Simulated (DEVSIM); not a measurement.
Structure: Pt/SiO2/p-Si capacitor, at 400 K.

```tsv
layer (left to right)	material	thickness (nm)	Na (cm⁻³)
1	SiO2	51.0	-
2	Si	1300	2.1e17
```

Metal gate on the left, work function 5.6 eV. Fixed charge at the semiconductor interface 3.9e11 cm⁻² (in units of +e); no interface traps.

This is a model device: material constants are rounded textbook-type values typed into the input, and sizes, dopings and lifetimes were drawn at random. Values at 300 K; Nc and Nv go as T^1.5, mobilities as T to minus their exponent, the gap by Varshni's rule with the affinity fixed.

```tsv
parameter	SiO2	Si
gap (eV)	9	1.124
affinity (eV)	0.9	4.05
permittivity	3.9	11.7
Nc (cm⁻³)	-	2.86e19
Nv (cm⁻³)	-	3.1e19
Varshni α (eV/K)	-	0.000473
Varshni β (K)	-	636
```

DEVSIM, 1D Poisson equation in equilibrium, Boltzmann statistics, complete ionisation; no quantum confinement or tunnelling. Metal contacts follow the ideal Schottky-Mott rule: no Fermi-level pinning, no interface dipoles.

Task: Tabulate band edges, carrier densities and field at -8.0 V on the gate.

Result: Energies count from the Fermi level of the right contact; mesh points crowd at the junctions.

| x (μm) | Ec (eV) | Ev (eV) | n (cm⁻³) | p (cm⁻³) | field (V/cm) |
|---|---|---|---|---|---|
| 0.000 | 12.700 | 3.700 | < 1e2 | < 1e2 | -1700000 |
| 0.001514 | 12.448 | 3.448 | < 1e2 | < 1e2 | -1700000 |
| 0.004718 | 11.916 | 2.916 | < 1e2 | < 1e2 | -1700000 |
| 0.01210 | 10.688 | 1.688 | < 1e2 | < 1e2 | -1700000 |
| 0.03350 | 7.131 | -1.869 | < 1e2 | < 1e2 | -1700000 |
| 0.04387 | 5.406 | -3.594 | < 1e2 | < 1e2 | -1700000 |
| 0.04838 | 4.657 | -4.343 | < 1e2 | < 1e2 | -1700000 |
| 0.05090 | 4.238 | -4.762 | < 1e2 | < 1e2 | -1700000 |
| 0.05228 | 1.028 | -0.068 | 4900000 | 6.6e18 | -250000 |
| 0.05554 | 0.978 | -0.118 | 2.1e7 | 1.5e18 | -99000 |
| 0.06268 | 0.938 | -0.159 | 6.7e7 | 4.8e17 | -32000 |
| 0.08908 | 0.911 | -0.185 | 1.5e8 | 2.2e17 | -1900 |
| 0.1413 | 0.909 | -0.187 | 1.5e8 | 2.1e17 | -12 |
| 0.2629 | 0.909 | -0.187 | 1.5e8 | 2.1e17 | ≈ 0 |
| 0.7007 | 0.909 | -0.187 | 1.5e8 | 2.1e17 | ≈ 0 |
| 1.053 | 0.909 | -0.187 | 1.5e8 | 2.1e17 | ≈ 0 |
| 1.224 | 0.909 | -0.187 | 1.5e8 | 2.1e17 | ≈ 0 |
| 1.297 | 0.909 | -0.187 | 1.5e8 | 2.1e17 | ≈ 0 |
| 1.334 | 0.909 | -0.187 | 1.5e8 | 2.1e17 | ≈ 0 |
| 1.344 | 0.909 | -0.187 | 1.5e8 | 2.1e17 | ≈ 0 |
| 1.349 | 0.909 | -0.187 | 1.5e8 | 2.1e17 | ≈ 0 |
| 1.351 | 0.909 | -0.187 | 1.5e8 | 2.1e17 | ≈ 0 |
